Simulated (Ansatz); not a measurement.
A computed series for Au: response to strain

Start from Au in the fcc (Cu type) structure (space group Fm-3m, No. 225; a = 4.124 Å; relaxed with 0.1 eV smearing). Axes: x, y, z lie along the cube axes.

Strains are applied to the cell and any free atomic positions relax; under biaxial strain the out-of-plane vector relaxes too.

Method: r2SCAN (Ansatz, a first-principles code), scalar-relativistic without spin-orbit coupling, earlier PAW set.

Candidates:
(a) uniaxial strain ε_xx = +1.12 %
(b) strain tensor (xx, yy, zz, yz, xz, xy) = (+0.66, +1.84, −1.15, +0.32, −0.89, −0.10) %
(c) biaxial strain +2.67 %, plane normal [001], relaxed out of plane

Notes on the quantities. energy relative to the base: free energy F.

Problem. Order them by energy relative to the base, lowest first.

Solution. (a) uniaxial strain ε_xx = +1.12 % (+1.1 meV/atom), (b) strain tensor (xx, yy, zz, yz, xz, xy) = (+0.66, +1.84, −1.15, +0.32, −0.89, −0.10) % (+2.2 meV/atom), (c) biaxial strain +2.67 %, plane normal [001], relaxed out of plane (+2.8 meV/atom)

Stability against distortions was not tested.
